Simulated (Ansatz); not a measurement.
The starting structures come from a database of crystals and need not be the phases stable at ambient conditions.

By PBEsol, the system below comes out a metal.

The ballistic (Sharvin) conductance counts the channels at the Fermi level: G/A = (e²/h) × channels of both spins per area.

Data:

```xyz
1
Lattice="2.7786 0.0000 0.0000 0.0000 2.7786 0.0000 1.3893 -1.3893 1.9648" Properties=species:S:1:pos:R:3 pbc="T T T"
Zn     0.0000     0.0000     0.0000
```

The cell is taken as given; by PBEsol it stands under a pressure of -5.1 GPa.

The current flows along the normal of the first two printed cell vectors, the (001) plane of the conventional cell. No spin-orbit coupling; the value is a mean over 0.1 eV about the Fermi level.

### Question
Compute, with PBEsol in Ansatz (a quantum-chemistry and plane-wave program), the ballistic conductance per area.

### Answer
1.4 × 10¹⁵ S/m² for both spins.
